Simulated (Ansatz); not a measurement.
The starting structures come from a database of crystals and need not be the phases stable at ambient conditions.

Tunnelling through a barrier is set by its complex band structure: the current falls as exp(−2κd) with the smallest κ.

Here is the system:

```yaml
crystal:
  lattice:
    - [5.35052, 0.00000, 0.00000]
    - [0.00000, 9.51259, 0.00000]
    - [0.00000, -3.27701, 4.52040]
  atoms:
    - { symbol: Na, position: [0.98112, 0.75000, 0.68754] }
    - { symbol: Na, position: [0.01888, 0.25000, 0.31246] }
    - { symbol: Na, position: [0.48112, 0.25000, 0.81246] }
    - { symbol: Na, position: [0.51888, 0.75000, 0.18754] }
    - { symbol: Zn, position: [0.50000, 0.50000, 0.50000] }
    - { symbol: Zn, position: [0.00000, 0.50000, 0.00000] }
    - { symbol: Zn, position: [0.00000, 0.00000, 0.50000] }
    - { symbol: Zn, position: [0.50000, 0.00000, 0.00000] }
    - { symbol: F, position: [0.30589, 0.44190, 0.74330] }
    - { symbol: F, position: [0.69411, 0.55810, 0.25670] }
    - { symbol: F, position: [0.80589, 0.55810, 0.75670] }
    - { symbol: F, position: [0.19411, 0.44190, 0.24330] }
    - { symbol: F, position: [0.19411, 0.05810, 0.85950] }
    - { symbol: F, position: [0.80589, 0.94190, 0.14050] }
    - { symbol: F, position: [0.69411, 0.94190, 0.64050] }
    - { symbol: F, position: [0.30589, 0.05810, 0.35950] }
    - { symbol: F, position: [0.88863, 0.25000, 0.70928] }
    - { symbol: F, position: [0.11137, 0.75000, 0.29072] }
    - { symbol: F, position: [0.38863, 0.75000, 0.79072] }
    - { symbol: F, position: [0.61137, 0.25000, 0.20928] }
```

Space group of this cell: Pnma. The cell is taken as given.

Transport runs along the normal of the first two printed cell vectors.

The gap is the functional's own. No spin-orbit coupling. Mid-gap values are interpolated on the energy grid.

Question: Give the band gap and the smallest decay constant κ at mid-gap that r2SCAN run with Ansatz (a first-principles code) yields.

Answer: Gap 4.66 eV on a 6×8×8 mesh; κ = 0.461 1/Å, at the zone centre.
